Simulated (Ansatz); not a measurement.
Start from Al2O3 in the corundum structure (space group R-3c, No. 167).

```xyz
10
Lattice="2.3646 1.3652 4.2972 -2.3646 1.3652 4.2972 0.0000 -2.7304 4.2972" Properties=species:S:1:pos:R:3 pbc="T T T"
Al     0.0000     0.0000     8.3535
Al     0.0000     0.0000     1.9076
Al     0.0000     0.0000     4.5382
Al     0.0000     0.0000    10.9840
O      0.7232     1.4777     5.3715
O     -1.6414    -0.1125     5.3715
O     -0.7232    -1.4777     7.5201
O     -0.9181     1.3652     7.5201
O      1.6414     0.1125     7.5201
O      0.9181    -1.3652     5.3715
```

Cartesian axes are those of the cell as printed.

All numbers come from LDA, PAW, 420 eV (Ansatz, a program for electronic structure; scalar-relativistic without spin-orbit coupling).

It is then changed as follows: every lattice vector is shortened by 2.25 %; the atoms relax in the strained cell.

### Question
Predict the stress tensor and what it implies for the stiffness.

### Answer
Stress of the strained cell less that of the base (GPa, compression positive):
```
  20.47    0.00    0.00
   0.00   20.47    0.00
   0.00    0.00   19.47
```

Then B = −ΔP/(ΔV/V₀) with ΔV/V₀ = -0.0660 gives secant stiffness values (nonlinear terms included at this strain): B (at held cell shape, above the free-shape value) ≈ 305 GPa.

As a check, the harmonic strain energy −½ V₀ Δσ:ε is 35 meV/atom; the computed energy rise is 33 meV/atom.

No phonon test of stability was made.
